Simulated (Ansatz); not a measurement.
**Carrier properties of Si (Fd-3m)**

Given:

```yaml
crystal:
  lattice:
    - [0.00000, 2.73514, 2.73514]
    - [2.73514, 0.00000, 2.73514]
    - [2.73514, 2.73514, 0.00000]
  atoms:
    - { symbol: Si, position: [0.25000, 0.25000, 0.25000] }
    - { symbol: Si, position: [0.00000, 0.00000, 0.00000] }
```

Method: PBE with spin-orbit coupling, rigid bands (plane waves, PAW; Ansatz, a first-principles code). Condition of this run: functional PBE, cell relaxed with it. Cell: cell and atoms relaxed with PBE.

The band gap is 0.59 eV, the electron conductivity mass (300 K, dilute) is 0.29 mₑ and the hole conductivity mass (300 K, dilute) is 0.36 mₑ. The effective density of states N_c (300 K) is 3.2e19 cm⁻³ and the effective density of states N_v (300 K) is 2.1e19 cm⁻³. The density-of-states mass, electrons is 1.16 mₑ, the density-of-states mass, holes comes out as 0.89 mₑ and the Seebeck coefficient, n-type 1e19 cm⁻³, 300 K is -311 μV/K. The Seebeck coefficient, p-type 1e19 cm⁻³, 300 K is 317 μV/K and the best p-type power factor at 300 K for τ = 10 fs (best axis; densities from 1e16 to 1e21 cm⁻³ tried, whether or not they can be reached) comes out as 15.9 μW/(cm·K²) at 1e20 cm⁻³.

Rigid bands; masses and Seebeck coefficients take one relaxation time τ for all states and one kind of carrier; polarons and phonon drag are left out.
